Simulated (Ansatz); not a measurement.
The parent structure is W₂N in the anti-CdI2 type structure (space group P-3m1, No. 164; a = 2.803 Å, c = 5.299 Å; a hypothetical phase, not in the database extracts checked; relaxed with 0.1 eV smearing). Axes: x lies along a and z along c of the hexagonal cell.

All numbers come from PBEsol in Ansatz (plane waves to 420 eV, PAW, no spin-orbit coupling).

It is then changed as follows: the cell is stretched by 1.77 % along z with no lateral relaxation; the atoms relax in the strained cell.

Predict the stress tensor and what it implies for the stiffness.

Stress of the strained cell less that of the base (GPa, compression positive):
```
   -4.5     0.0     0.0
    0.0    -4.5     0.0
    0.0     0.0    -8.3
```

Then −Δσ_ii/ε with ε = 0.0177 gives secant stiffness values (nonlinear terms included at this strain): C33 ≈ 467 GPa, C13 ≈ 256 GPa and C23 ≈ 256 GPa.

As a check, the harmonic strain energy −½ V₀ Δσ:ε is 5.5 meV/atom; the computed energy rise is 5.5 meV/atom.

Stability against distortions was not tested. All final runs are without spin polarisation.

Ansatz is a quantum-chemistry and plane-wave program.
